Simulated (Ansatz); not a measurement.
Take ZrSe2 in the CdI2 type structure (space group P-3m1, No. 164; a = 3.6598 Å, c = 5.8412 Å; layered, stacked along the Cartesian z axis; relaxed with 0.1 eV smearing) as the base. Axes: x lies along a and z along c of the hexagonal cell.

Calculations: PBEsol-D3(BJ) (Ansatz, a program for electronic structure), without spin-orbit coupling.

Modification: the cell is scaled by 1.0150 in all directions, atoms relaxed at fixed cell.

Q: Predict the stress tensor and what it implies for the stiffness.

A: Stress of the strained cell less that of the base (GPa, compression positive):
```
   -2.1     0.0     0.0
    0.0    -2.1     0.0
    0.0     0.0    -1.4
```

Then B = −ΔP/(ΔV/V₀) with ΔV/V₀ = 0.0457 gives secant stiffness values (nonlinear terms included at this strain): B (at held cell shape, above the free-shape value) ≈ 41 GPa.

As a check, the harmonic strain energy −½ V₀ Δσ:ε is 5.9 meV/atom; the computed energy rise is 6.3 meV/atom.

Stability against distortions was not tested. The final runs are not spin-polarised.
